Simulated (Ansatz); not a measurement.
Abridged Ansatz (a program for electronic structure) output:

```
Relaxation: its limit of steps is 50 (relax.max_steps)
Pseudopotential: Zr, paw, valence charge 12
Crystal: 2 atoms, lattice volume = 48.678 Å³
Basis set: ecut = 500 eV, 1213 PW (Γ), exchange–correlation on 100×100×160 points (64 copies of the dense FFT grid, shifted against one another)
Bands: 16, of which v1, the nominal top of the filled ones, is band 12 counted from 1 (11 counted from 0)
Symmetry: 2 space group operations
k-points: 2202 of 4400
Functional: x = r2scan, c = r2scan; τ floored in thin density (d = 2e-4 eV/Å³)
SCF iter   1: F=—  HF=-8390.156630 eV  |F-HF|=—  |Δ(HF+E_count)|=         —  Δρ=3.22e-2  dr2=6.56e-1  dr2_τ=1.51e-2  ethr=2.73e-3  ⟨swp⟩=1.0  Hψ=203263  notcnv=0
SCF iter   2: F=—  HF=-8390.135347 eV  |F-HF|=—  |Δ(HF+E_count)|=   2.13e-2  Δρ=2.01e-2  dr2=2.46e-1  dr2_τ=7.10e-3  ethr=2.73e-3  ⟨swp⟩=3.0  Hψ=62698  notcnv=0
SCF 1 converged in 10 iterations: F = -8390.095665 eV  dr2 = 3.93e-12
relax step   1: F+E_penalty+E_count = -8390.09566474 eV  Δ(F+E_penalty+E_count) = +0.000e0 eV  max|allowed force component| = 7.639e-2 eV/Å  Δτ_max = 0.0000 Å  (10 SCF iters, accepted)
Crystal: 2 atoms, lattice volume = 48.678 Å³
SCF iter   1: F=—  HF=-8390.024162 eV  |F-HF|=—  |Δ(HF+E_count)|=         —  Δρ=2.02e-3  dr2=8.54e-4  dr2_τ=1.06e-1  ethr=3.23e-6  ⟨swp⟩=2.3  Hψ=163717  notcnv=0
SCF iter   2: F=—  HF=-8390.097466 eV  |F-HF|=—  |Δ(HF+E_count)|=   7.33e-2  Δρ=1.45e-3  dr2=6.21e-4  dr2_τ=4.03e-5  ethr=3.23e-6  ⟨swp⟩=2.3  Hψ=70041  notcnv=0
SCF 2 converged in 8 iterations: F = -8390.097808 eV  dr2 = 5.90e-11
relax step   2: F+E_penalty+E_count = -8390.09780806 eV  Δ(F+E_penalty+E_count) = -2.143e-3 eV  max|allowed force component| = 1.284e-2 eV/Å  Δτ_max = 0.0338 Å  (8 SCF iters, accepted)
Crystal: 2 atoms, lattice volume = 48.678 Å³
SCF iter   1: F=—  HF=-8390.095434 eV  |F-HF|=—  |Δ(HF+E_count)|=         —  Δρ=3.74e-4  dr2=4.77e-5  dr2_τ=3.40e-3  ethr=1.14e-6  ⟨swp⟩=3.0  Hψ=106360  notcnv=0
SCF iter   2: F=—  HF=-8390.097886 eV  |F-HF|=—  |Δ(HF+E_count)|=   2.45e-3  Δρ=2.68e-4  dr2=3.64e-5  dr2_τ=1.40e-6  ethr=1.99e-7  ⟨swp⟩=2.0  Hψ=82273  notcnv=0
SCF 3 converged in 7 iterations: F = -8390.097892 eV  dr2 = 1.89e-10
relax step   3: F+E_penalty+E_count = -8390.09789248 eV  Δ(F+E_penalty+E_count) = -8.442e-5 eV  max|allowed force component| = 2.992e-3 eV/Å  Δτ_max = 0.0061 Å  (7 SCF iters, accepted)
Crystal: 2 atoms, lattice volume = 48.678 Å³
SCF iter   1: F=—  HF=-8390.097892 eV  |F-HF|=—  |Δ(HF+E_count)|=         —  Δρ=6.58e-7  dr2=1.88e-10  dr2_τ=1.50e-11  ethr=1.00e-12  ⟨swp⟩=1.0  Hψ=207344  notcnv=0
SCF iter   2: F=-8390.097892 eV  HF=-8390.097892 eV  |F-HF|=1.27e-11  |Δ(HF+E_count)|=  7.09e-11  Δρ=3.67e-7  dr2=5.34e-11  dr2_τ=4.88e-12  ethr=1.00e-12  ⟨swp⟩=4.0  Hψ=116927  notcnv=0
SCF 4 converged in 2 iterations: F = -8390.097892 eV  dr2 = 5.34e-11
SCF converged after 2 iterations
Free energy (F): -8390.097892 eV
Internal energy: -8390.036360 eV  (E = F + TS)
E sigma→0 (E₀):  -8390.067126 eV
Entropy (-TS):   -0.061532 eV (-30.766 meV/atom)
Fermi energy:    13.287387 eV
--- Forces (eV/Å), atoms counted from 1 ---
  atom   1  Zr     0.00147297     0.00148993     0.00300363
  atom   2  Zr    -0.00147297    -0.00148993    -0.00300363
--- Stress (GPa, compression-positive) ---
       -3.903888       0.937837      -0.852220
        0.937837      -3.883330       0.446404
       -0.852220       0.446404      -1.339333
  P = ⅓ Tr σ = -3.0422 GPa (-30.422 kbar)
--- Relaxed structure (3 steps of the walk, 3 accepted, 0 SCFs on fresh bases) ---
  atoms:
    - { symbol: Zr, position: [0.3420854776333772, 0.6669998258142837, 0.7498102675193643] }
    - { symbol: Zr, position: [0.6579145223666226, 0.3330001741857162, 0.250189732480636] }
```

Task: What was computed, and what are the main results?

Result: Zr, 2 atoms in the cell, with r2SCAN, PAW, 500 eV (Ansatz; no spin-orbit coupling), earlier PAW set. The last SCF converged to F = -8390.097892 eV, or -4195.0489 eV per atom, at a pressure of -3.04 GPa. The total energy compares only with runs of the same code, potentials and settings.

The cells carry an imposed strain or load. Whether these cells are dynamically stable was not tested. The final runs are not spin-polarised. The cell was made from Zr in the hcp (Mg type) structure (space group P6_3/mmc, No. 194) by this change: strain tensor (xx, yy, zz, yz, xz, xy) = (+2.14, +2.23, −0.81, −0.78, +1.36, −1.58) %.

Keys are those of Ansatz 0.2.
